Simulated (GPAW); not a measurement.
**GPAW run on SnO₂ (P4_2/mnm, 6 atoms in the cell): self-consistent single point**

Computed with PBE, GPAW PAW datasets PBE (gpaw-data 1.0.1) (plane waves; GPAW).

Input:

```python
from ase import Atoms
from ase.units import GPa
from gpaw import GPAW

atoms = Atoms(['Sn', 'Sn', 'O', 'O', 'O', 'O'],
              cell=[[4.877746, 0.000000, 0.000000],
                    [0.000000, 4.877746, 0.000000],
                    [0.000000, 0.000000, 3.283518]],
              positions=[[2.438873, 2.438873, 1.641759],
                         [0.000000, 0.000000, 0.000000],
                         [0.946429, 3.931317, 1.641759],
                         [3.931317, 0.946429, 1.641759],
                         [3.385302, 3.385302, 0.000000],
                         [1.492444, 1.492444, 0.000000]],
              pbc=True)

calc = GPAW(mode={'name': 'pw', 'ecut': 950},
            xc='PBE',
            kpts={'size': (7, 7, 10), 'gamma': True},
            occupations={'name': 'fermi-dirac', 'width': 0.0},
            nbands=-8,
            convergence={'density': 1e-05, 'energy': 1e-05, 'bands': -6},
            symmetry={'symmorphic': False, 'tolerance': 0.0005},
            maxiter=100)

atoms.calc = calc

energy = atoms.get_potential_energy()
print('Energy (eV):', round(energy, 6))
forces = atoms.get_forces()
print('Forces (eV/Ang):')
print(forces.round(5))
stress = atoms.get_stress()
print('Stress (GPa, Voigt):', (stress / GPa).round(4))
```

Output (repeated stretches shortened):

```
Input parameters:
  convergence: {bands: -6,
                density: 1e-05,
                energy: 1e-05}
  kpts: {gamma: True,
         size: (7, 7, 10)}
  maxiter: 100
  mode: {ecut: 950,
         name: pw}
  nbands: -8
  occupations: {name: fermi-dirac,
                width: 0.0}
  symmetry: {symmorphic: False,
             tolerance: 0.0005}
  xc: PBE

species:
  Sn:
    name: Tin
    Z: 50.0
    valence: 14
    core: 36
    charge: 0.0
    file: Sn.PBE.gz

    # Using partial waves for Sn as LCAO basis

  O:
    name: Oxygen
    Z: 8.0
    valence: 6
    core: 2
    charge: 0.0
    file: O.PBE.gz

    # Using partial waves for O as LCAO basis

Reference energy: -344184.795819  # eV

Spin-paired calculation

Convergence criteria:
 Maximum [total energy] change in last 3 cyles: 1e-05 eV / valence electron
 Maximum integral of absolute [dens]ity change: 1e-05 electrons / valence electron
 Maximum integral of absolute [eigenst]ate change: 4e-08 eV^2 / valence electron
 Maximum number of scf [iter]ations: 100

Symmetries present (total): 16
Symmetries with fractional translations: 8
490 k-points: 7 x 7 x 10 Monkhorst-Pack grid + [0.000000,0.000000,1/20]
60 k-points in the irreducible part of the Brillouin zone
       k-points in crystal coordinates                weights
   0:     0.00000000    0.00000000    0.00000000          1/490
   1:     0.00000000    0.00000000    0.10000000          2/490
   2:     0.00000000    0.00000000    0.20000000          2/490
   [... 7 lines left out ...]
          ...
  59:     0.42857143    0.42857143    0.50000000          4/490

Wave functions: Plane wave expansion
  Cutoff energy: 950.000 eV
  Number of coefficients (min, max): 5175, 5224
  Pulay-stress correction: 0.000000 eV/Ang^3 (de/decut=0.000000)

Occupation numbers: # Zero width

Eigensolver

Densities:
  Coarse grid: 36*36*24 grid
  Fine grid: 72*72*48 grid
  Total Charge: 0.000000

Density mixing:
  Method: separate
  Backend: pulay
  Linear mixing parameter: 0.05
  old densities: 5
  Damping of long wavelength oscillations: 50

Hamiltonian:
  XC and Coulomb potentials evaluated on a 72*72*48 grid
  External potential:
    NoExternalPotential

XC parameters: PBE with 2 nearest neighbor stencil

Number of atoms: 6
Number of atomic orbitals: 34
Number of bands in calculation: 34
Number of valence electrons: 52
Bands to converge: 28

Density initialized from atomic densities
  34 bands from LCAO basis set

Atomic positions and initial magnetic moments

Positions:
   0 Sn     2.438873    2.438873    1.641759    ( 0.0000,  0.0000,  0.0000)
   1 Sn     0.000000    0.000000    0.000000    ( 0.0000,  0.0000,  0.0000)
   2 O      0.946429    3.931317    1.641759    ( 0.0000,  0.0000,  0.0000)
   3 O      3.931317    0.946429    1.641759    ( 0.0000,  0.0000,  0.0000)
   4 O      3.385302    3.385302    0.000000    ( 0.0000,  0.0000,  0.0000)
   5 O      1.492444    1.492444    0.000000    ( 0.0000,  0.0000,  0.0000)

Unit cell:
           periodic     x           y           z      points  spacing
  1. axis:    yes    4.877746    0.000000    0.000000    36     0.1355
  2. axis:    yes    0.000000    4.877746    0.000000    36     0.1355
  3. axis:    yes    0.000000    0.000000    3.283518    24     0.1368

  Lengths:   4.877746   4.877746   3.283518
  Angles:   90.000000  90.000000  90.000000

Effective grid spacing dv^(1/3) = 0.1359

     iter     time        total  log10-change:
                         energy   eigst   dens
iter:   1 --:--:--   -44.483124   +0.36
iter:   2 --:--:--   -42.908547   -0.73  -0.90
iter:   3 --:--:--   -38.896620   -0.39  -0.95
iter:   4 --:--:--   -39.083936   -0.56  -1.29
iter:   5 --:--:--   -38.800311   -1.71  -1.48
iter:   6 --:--:--   -38.809232   -2.56  -2.03
iter:   7 --:--:--   -38.812355   -3.27  -2.37
iter:   8 --:--:--   -38.802365   -3.10  -2.30
iter:   9 --:--:--   -38.802393   -4.71  -3.39
iter:  10 --:--:--   -38.802426c  -4.85  -3.42
iter:  11 --:--:--   -38.802461c  -5.20  -3.62
iter:  12 --:--:--   -38.802575c  -5.14  -3.49
iter:  13 --:--:--   -38.802401c  -4.99  -3.26
iter:  14 --:--:--   -38.802404c  -6.16  -3.83
iter:  15 --:--:--   -38.802398c  -6.28  -3.78
iter:  16 --:--:--   -38.802399c  -6.87  -3.85
iter:  17 --:--:--   -38.802399c  -7.23  -3.91
iter:  18 --:--:--   -38.802402c  -6.84  -3.92
iter:  19 --:--:--   -38.802401c  -7.95c -3.99
iter:  20 --:--:--   -38.802399c  -7.19  -4.04
iter:  21 --:--:--   -38.802399c  -7.29  -4.20
iter:  22 --:--:--   -38.802399c  -7.80c -4.49
iter:  23 --:--:--   -38.802399c  -8.66c -4.75
iter:  24 --:--:--   -38.802399c  -9.04c -4.81
iter:  25 --:--:--   -38.802399c  -8.03c -4.89
iter:  26 --:--:--   -38.802399c  -9.20c -5.24c

Converged after 26 iterations.

Dipole moment: (-0.000000, -0.000000, -0.000000) |e|*Ang

Energy contributions relative to reference atoms: (reference = -344184.795819)

Kinetic:        +50.402795
Potential:      -47.027205
External:        +0.000000
XC:             -42.574368
Entropy (-ST):   +0.000000
Local:           +0.396380
SIC:             +0.000000
--------------------------
Free energy:    -38.802399
Extrapolated:   -38.802399

Showing only first 2 kpts
 Kpt  Band  Eigenvalues  Occupancy
  0    24      4.38542    2.00000
  0    25      5.09263    2.00000
  0    26      5.41623    0.00000
  0    27     10.48213    0.00000

  1    24      4.40335    2.00000
  1    25      5.02118    2.00000
  1    26      6.15868    0.00000
  1    27     10.65367    0.00000

Fermi level: 5.25443

Gap: 0.324 eV
Transition (v -> c):
  (s=0, k=0, n=25, [0.00, 0.00, 0.00]) -> (s=0, k=0, n=26, [0.00, 0.00, 0.00])
No difference between direct/indirect transitions
Energy (eV): -38.802399

Forces in eV/Ang:
  0 Sn    0.00000    0.00000    0.00000
  1 Sn    0.00000    0.00000    0.00000
  2 O    -0.14514    0.14514    0.00000
  3 O     0.14514   -0.14514    0.00000
  4 O    -0.14514   -0.14514    0.00000
  5 O     0.14514    0.14514    0.00000

Stress tensor:
     0.038140     0.000000     0.000000
     0.000000     0.038140     0.000000
     0.000000     0.000000     0.055754
Stress (GPa, Voigt): [6.1107 6.1107 8.9328 0.     0.     0.    ]
```

The run converged in 26 iterations. GPAW prints stress with tension positive.

At such cutoffs GPAW's stress carries a finite-basis (Pulay) error, which enters relaxed cells too; its log prints stress with tension positive.

The starting cell comes from a database of computed structures (which also holds hypothetical and non-ambient phases and stackings), without a prior relaxation at this level. Its lattice was rescaled by a random factor within 2.5 % of one.

Cost on one core of a shared machine: roughly 3 min.
